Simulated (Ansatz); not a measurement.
Given:

```
CELL_PARAMETERS angstrom
      3.09590     0.00000     0.00000
      0.00000     3.09590     0.00000
      1.54795    -1.54795     2.27157
ATOMIC_POSITIONS crystal
  B  0.00000 0.00000 0.00000
  P  0.75000 0.75000 0.50000
```

No spin polarisation.

Computed with DFT with LDA, PAW potentials and a 420 eV plane-wave cutoff in Ansatz (a quantum-chemistry and plane-wave program), no SOC. Settings: 13×13×13 k-points, 0.05 eV Fermi–Dirac smearing.

Question: Predict the electron mass, band gap, in-plane stress and smallest direct gap.

Answer: 
- Electron mass = 1.3 mₑ along k, 0.22 mₑ across (off the special points)
- Band gap = 0.81 eV
- Mean in-plane stress (compression positive) = +11.0 GPa
- Smallest direct gap = 3.31 eV

The cells carry an imposed strain or load. Effective masses come from finite differences of ±0.01 Å⁻¹. Along k means along the line from Γ to the band edge. Stability against distortions was not tested. The cell was made from BP in the zinc blende structure (space group F-43m, No. 216) by this change: biaxial strain −2.50 %, plane normal [001], relaxed out of plane.
